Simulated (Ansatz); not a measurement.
Take Ir in the fcc (Cu type) structure (space group Fm-3m, No. 225; a = 3.812 Å; relaxed with 0.1 eV smearing) as the base.

Computed with Ansatz (a quantum-chemistry and plane-wave program), LDA, PAW, cutoff 420 eV, without spin-orbit coupling.

Base values:

```
Item        Value
--------  -------
Pressure  0.0 GPa
```

Perturbation: the cell is scaled by 1.0300 in all directions; the atoms relax in the strained cell.

Task: What does the calculation give for the energy relative to the base after the change?

Result: The energy increases by 125 meV/atom.

Task: How does this affect the pressure?

Result: The pressure goes from zero to -28.6 GPa.

Whether these cells are dynamically stable was not tested. The final runs are not spin-polarised.
